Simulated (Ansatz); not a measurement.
Take HfO₂ in the fluorite structure (space group Fm-3m, No. 225; a = 5.0976 Å) as the base. Axes: x, y, z lie along the cube axes.

Method: PBE (Ansatz, a program for electronic structure; PAW; 420 eV plane waves; scalar-relativistic without spin-orbit coupling).

Modification: the cell is scaled by 1.0200 in all directions, atoms relaxed at fixed cell.

### Question
Predict the stress tensor and what it implies for the stiffness.

### Answer
Stress of the strained cell less that of the base (GPa, compression positive):
```
 -12.89    0.00    0.00
   0.00  -12.89    0.00
   0.00    0.00  -12.89
```

Then B = −ΔP/(ΔV/V₀) with ΔV/V₀ = 0.0612 gives secant stiffness values (nonlinear terms included at this strain): B ≈ 211 GPa.

As a check, the harmonic strain energy −½ V₀ Δσ:ε is 27 meV/atom; the computed energy rise is 29 meV/atom.

No phonon test of stability was made. This is not the structure that HfO2 has at room temperature and ambient pressure.
